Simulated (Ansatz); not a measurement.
Start from BaS in the zinc blende structure (space group F-43m, No. 216; a = 7.0356 Å; a hypothetical phase, not in the database extracts checked).

(Cell as relaxed with PBE.)

Levels (all Ansatz, a program for electronic structure, PAW): PBE (420 eV, no spin-orbit coupling); r2SCAN (500 eV, spin-orbit coupling left out).

Each level relaxes its own structure.

```csv
quantity,PBE,r2SCAN
volume per atom,43.53 Å³,[?]
lattice parameter a,7.036 Å,[?]
band gap,2.75 eV,[?]
gap character,"indirect, W → Γ",[?]
electron mass,0.39 mₑ,[?]
```

Task: Predict the r2SCAN column.

Result: 
- volume per atom, r2SCAN: 43.58 Å³
- lattice parameter a, r2SCAN: 7.038 Å
- band gap, r2SCAN: 3.07 eV
- gap character, r2SCAN: indirect, W → Γ
- electron mass, r2SCAN: 0.39 mₑ

PBE's volume per atom lies 0.05 Å³ below r2SCAN's (0.1 %); PBE's lattice parameter a lies 0.0025 Å below r2SCAN's (0.0 %); PBE's band gap lies 0.32 eV below r2SCAN's; the two agree on the gap character and electron mass. Neither level is exact; r2SCAN is the comparison here, not a measurement.

Masses are band curvatures over ±0.01 Å⁻¹ around the edge. Gaps are read on the SCF mesh and a high-symmetry path. Whether these cells are dynamically stable was not tested.
